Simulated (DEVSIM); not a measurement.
Structure: Al/Si3N4/p-In0.53Ga0.47As capacitor, at 300 K.

Layer 1 from the left is Si3N4, thickness (nm) 3.50. Layer 2 from the left is In0.53Ga0.47As, thickness (nm) 4100, Na (cm⁻³) 1.9e16.

Metal gate on the left, work function 4.1 eV. Fixed charge at the semiconductor interface 0 cm⁻² (in units of +e); no interface traps.

The device is made up for the run: typed textbook-type constants, with dimensions and the other settings drawn at random. Values at 300 K.

Si3N4: gap (eV) 5.1, affinity (eV) 2.1, permittivity 7.5. In0.53Ga0.47As: gap (eV) 0.74, affinity (eV) 4.51, permittivity 13.9, Nc (cm⁻³) 2.1e17, Nv (cm⁻³) 7.7e18.

Task: Estimate by hand the flat-band voltage, the threshold voltage, and compare with a numerical solution.

Result: 
- Flat-band voltage: C = 1.90 μF/cm², work-function difference -0.995 V; VFB = φms − qNf/C = -0.99 V; numerical -0.99 V.
- Threshold voltage: φF = 0.261 V, depletion charge √(4εqNφF) = 6.26e-8 C/cm²; VT = VFB + 2φF + Qd/C = -0.44 V; numerical -0.44 V.

Simulated with DEVSIM: 1D Poisson equation in equilibrium, Boltzmann statistics, complete ionisation; no quantum confinement or tunnelling. Metal contacts follow the ideal Schottky-Mott rule: no Fermi-level pinning, no interface dipoles.
